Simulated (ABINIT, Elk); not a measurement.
An ABINIT input for a self-consistent single point of ZrZn (Pm-3m, 2 atoms in the cell) (DFT, PBEsol, plane waves, PAW (JTH v2.0 PBE PAW, files made for PBE)):

```
# ZrZn, JTH v2.0 PBE PAW
pp_dirpath "./"
pseudos "Zr.GGA_PBE-JTH.xml, Zn.GGA_PBE-JTH.xml"
acell 3.2604900000 3.2604900000 3.2604900000 Angstrom
rprim
         1.0000000000    0.0000000000    0.0000000000
         0.0000000000    1.0000000000    0.0000000000
         0.0000000000    0.0000000000    1.0000000000
natom 2
ntypat 2
znucl 40 30
typat 1 2
xred
         0.5000000000    0.5000000000    0.5000000000
         0.0000000000    0.0000000000    0.0000000000
ecut 30
pawecutdg 60
pawxcdev 0
ixc -116133
occopt 3
tsmear 0.00367493
nband 17
kptopt 1
ngkpt 7 7 7
nshiftk 1
shiftk 0 0 0
nstep 60
toldfe 1.0e-09
prtwf 0
prtden 0
```

Give the Elk input for the same structure, mesh, smearing and functional.

One input that does it (others would too):

```
tasks
  0

xctype
  22

rgkmax
  8.0

gmaxvr
  16.0

nxlo
  2

lorbcnd
  .true.

lmaxi
  2

swidth
  0.00367493

maxscl
  100

scale
  1.889726125

avec
    3.2604900000    0.0000000000    0.0000000000
    0.0000000000    3.2604900000    0.0000000000
    0.0000000000    0.0000000000    3.2604900000

atoms
  2
  'Zr.in'
  1
  0.5000000000  0.5000000000  0.5000000000    0.0 0.0 0.0
  'Zn.in'
  1
  0.0000000000  0.0000000000  0.0000000000    0.0 0.0 0.0

ngridk
  7 7 7
```

Basis, cutoffs, solver keys and any potentials are the target program's own. This input uses DFT, PBEsol, all-electron FP-LAPW, Elk's shipped species files, APW+lo basis with extra local orbitals.

The starting cell comes from a database of computed structures (which also holds hypothetical and non-ambient phases and stackings), without a prior relaxation at this level. Its lattice was rescaled by a random factor within 2.5 % of one.
